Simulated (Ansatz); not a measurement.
The parent structure is CdGa2Te4 (space group I-4, No. 82).

```
CdGa2Te4
1.0
   -3.05243     3.05243     5.89397
    3.05243    -3.05243     5.89397
    3.05243     3.05243    -5.89397
Cd Ga Te
1 2 4
Direct
  0.00000   0.00000   0.00000
  0.75000   0.25000   0.50000
  0.50000   0.50000   0.00000
  0.38648   0.41911   0.52605
  0.58089   0.10694   0.96737
  0.89306   0.86043   0.47395
  0.13957   0.61352   0.03263
```

All numbers come from PBEsol in Ansatz (plane waves to 420 eV, PAW, no spin-orbit coupling).

For the base:

| Property | Value |
|---|---|
| Valence-band top at Γ | 0.00, 0.00, -0.24 eV |
| Pressure | 0.00 GPa |
| Band gap | 1.13 eV |

Now apply this change: every lattice vector is stretched by 0.75 %; the atoms relax in the strained cell.

What happens to the valence-band top at Γ?

The valence-band top at Γ (three highest levels, from the VBM) changes from 0.00, 0.00, -0.24 eV to 0.00, 0.00, -0.19 eV.

Estimate the effect on the pressure.

The pressure (mean of the normal stresses, compression positive) goes from zero to -0.65 GPa.

How does this affect the band gap?

The band gap decreases by 0.04 eV to 1.09 eV.

Spin-orbit coupling, missing from the scalar runs, can matter with Te. Whether these cells are dynamically stable was not tested.

Ansatz is an electronic-structure program.
